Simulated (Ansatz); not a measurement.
**AlRu in the CsCl type structure (space group Pm-3m, No. 221)**

```yaml
crystal:
  lattice:
    - [2.95386, 0.00000, 0.00000]
    - [0.00000, 2.95386, 0.00000]
    - [0.00000, 0.00000, 2.95386]
  atoms:
    - { symbol: Al, position: [0.50000, 0.50000, 0.50000] }
    - { symbol: Ru, position: [0.00000, 0.00000, 0.00000] }
```

Method: LDA, PAW, 420 eV (Ansatz, a quantum-chemistry and plane-wave program; no spin-orbit coupling). k-mesh 16×16×16 (Γ-centred); smearing 0.05 eV (Fermi–Dirac).

```yaml
volume_per_atom: 12.89 Å³
density: 8.25 g/cm³
band_gap: zero
total_energy: -3136.230 eV/atom (σ→0; compares only within this code and set-up)
```

Stability against distortions was not tested. The final runs are not spin-polarised.
